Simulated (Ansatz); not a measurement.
What Ca → Hf does to CaF2

The parent structure is CaF$_{2}$ in the fluorite structure (space group Fm-3m, No. 225; a = 5.4392 Å).

It is then changed as follows: Hf takes the place of Ca on all its sites, then cell and atoms are relaxed.

Level of theory: r2SCAN in Ansatz (plane waves to 500 eV, PAW, no SOC). k-mesh 15×15×15 (Γ-centred); smearing 0.05 eV (Fermi–Dirac), for the changed cell.

```tsv
quantity	base	changed	shift
volume per atom	13.41 Å³	12.56 Å³	-0.85 Å³
density	3.22 g/cm³	9.54 g/cm³	+6.32 g/cm³
lattice parameter a	10.279 bohr	10.057 bohr	-0.2214 bohr
space group	Fm-3m (No. 225)	Fm-3m (No. 225)	–
shortest interatomic distance	4.451 bohr	4.355 bohr	-0.096 bohr
band gap	8.03 eV	zero	–
```

Cost of the whole job for the changed cell (relaxation, final SCF and bands): about 70 core-seconds (a rough figure).

Spin-orbit coupling, missing from the scalar runs, can matter with Hf. Stability against distortions was not tested. As relaxed here, HfF2 is a hypothetical phase, not in the database extracts checked. All final runs are without spin polarisation. HfF2 has a high density of states at the Fermi level and may be magnetic at this level.

Ansatz is an electronic-structure program.
